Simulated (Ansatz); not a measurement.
Consider Al in the fcc (Cu type) structure (space group Fm-3m, No. 225; a = 3.992 Å; relaxed with 0.1 eV smearing).

Level of theory: Ansatz (a program for electronic structure) r2SCAN, no spin-orbit coupling, earlier PAW set.

For the base:

| Quantity | Result |
|---|---|
| Pressure | 0.0 GPa |

It is then changed as follows: every lattice vector is shortened by 3.26 %; the atoms relax in the strained cell.

Task: What happens to the energy relative to the base and pressure?

Result: The energy goes up by 49 meV/atom; the pressure goes from zero to 11.5 GPa.

No phonon test of stability was made.
